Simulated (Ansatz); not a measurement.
**BaGaGeH (space group P3m1, No. 156)**

```
BaGaGeH
1.0
    4.30636     0.00000     0.00000
   -2.15318     3.72942     0.00000
    0.00000     0.00000     5.09325
Ba Ga Ge H
1 1 1 1
Direct
  0.33333   0.66667   0.99969
  0.00000   0.00000   0.54674
  0.66667   0.33333   0.44647
  0.00000   0.00000   0.88699
```

The values are results of PBEsol (Ansatz, a program for electronic structure), without spin-orbit coupling, not measurements. Settings: 9×9×7 k-points, 0.05 eV Fermi–Dirac smearing.

```json
{
 "volume_per_atom": "20.45 Å³",
 "density": "5.70 g/cm³",
 "band_gap": "0.21 eV (uncertain: the edges found on the path are not clean extrema)",
 "total_energy": "-3469.294 eV/atom (σ→0; compares only within this code and set-up)"
}
```

Semilocal Kohn–Sham gaps tend to fall short of experiment. No phonon test of stability was made. The zero or small gap of BaGaGeH can change with the level of theory.
